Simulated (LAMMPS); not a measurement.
MD of ZrO2 (fluorite) with 16 % of Zr sites Yb at zero pressure over temperature, 748 atoms; each row names its start.

Level of theory: classical MD, Buckingham potential of Lewis and Catlow, J. Phys. C 18, 1149 (1985), first set, used with rigid ions (no shells), PPPM sums, short-range terms cut at 10 Å, modified for these runs by an r^-4 repulsive force inside the short-range force's maximum; code LAMMPS.

```json
[
 {"T (K), start": "1200, crystal", "state": "crystal in place, with slow hops of O within 100 ps", "volume": "11.7724 ± 0.0008 Å³/atom", "enthalpy": "-35.3503 ± 0.0008 eV/atom", "first peak of g(r), O-Zr": "2.15 Å, height 6.5", "coordination number of O by Zr": "3.38 (counted to 3.30 Å)", "D(O)": "-"},
 {"T (K), start": "1500, crystal", "state": "crystal in place, with slow hops of O within 100 ps", "volume": "11.847 ± 0.001 Å³/atom", "enthalpy": "-35.2706 ± 0.0009 eV/atom", "first peak of g(r), O-Zr": "2.14 Å, height 5.9", "coordination number of O by Zr": "3.37 (counted to 3.26 Å)", "D(O)": "-"},
 {"T (K), start": "2000, crystal", "state": "superionic: O diffuses in a host lattice that stays in place", "volume": "11.975 ± 0.002 Å³/atom", "enthalpy": "-35.134 ± 0.001 eV/atom", "first peak of g(r), O-Zr": "2.14 Å, height 5.2", "coordination number of O by Zr": "3.37 (counted to 3.30 Å)", "D(O)": "(1.3 ± 0.1) × 10^-6 cm²/s"},
 {"T (K), start": "2500, crystal", "state": "superionic: O diffuses in a host lattice that stays in place", "volume": "12.109 ± 0.002 Å³/atom", "enthalpy": "-34.991 ± 0.002 eV/atom", "first peak of g(r), O-Zr": "2.12 Å, height 4.8", "coordination number of O by Zr": "3.38 (counted to 3.30 Å)", "D(O)": "(2.9 ± 0.3) × 10^-6 cm²/s"}
]
```

Caution: the potential ionic pair potential lewis1985a is fitted to static crystal properties with a polarisable anion, which is rigid here.

Caution: the random arrangement on this lattice is imposed, and need not be a phase that exists in equilibrium.

Caution (row 2000, crystal): enthalpy drifts during the constant-pressure average: a transition or slow ageing; fluctuation values are void.

Caution (rows 2000, crystal; 2500, crystal): a run this short can hold a crystal over, or a liquid under, the potential's own melting point, which these runs don't give.

States go by the mean squared displacement: a species diffuses where it passes 1.5 Å², still rises and gives D over 1e-6 cm²/s; a crystal has left its structure where atoms lie 0.35 Å off their sites on average or a cubic box changes its shape by 3 %, or the axial ratios of another lie 8 % off the starting cell's, which the potential's own relaxation can also do.

Errors of D are the spread over four groups of atoms in one short run; a floor of about 5 %, a picked value, is safer.

Errors shown are sampling errors alone.
